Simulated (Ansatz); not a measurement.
Results of PBEsol (plane waves, PAW; Ansatz, an electronic-structure program) for BP (P6₃mc, No. 186, 4 atoms in the cell; start mp-1008559; a measured phase of this formula has another space group).

Settings: plane-wave cutoff 520 eV, 12×12×6 k mesh (along the axes of the cell as run), Fermi–Dirac smearing 0.01 eV, scalar-relativistic PAW data made under PBE.

Computed at the level's own relaxed cell.

```
BP
1.0
    3.17924     0.00000     0.00000
   -1.58962     2.75330     0.00000
    0.00000     0.00000     5.27427
B P
2 2
Direct
  0.66667   0.33333   0.50045
  0.33333   0.66667   0.00045
  0.66667   0.33333   0.87455
  0.33333   0.66667   0.37455
```

### Question
List the 10 lowest band energies at Γ above −25 eV (eV, relative to the valence band maximum), grouping those that round alike.

### Answer
At Γ: -15.92, -12.63, -9.51, -2.15 (×2), -0.46, 0.00 (×2), 2.69 (×2).

A start named mp-… is a Materials Project structure, which need not be a measured phase.
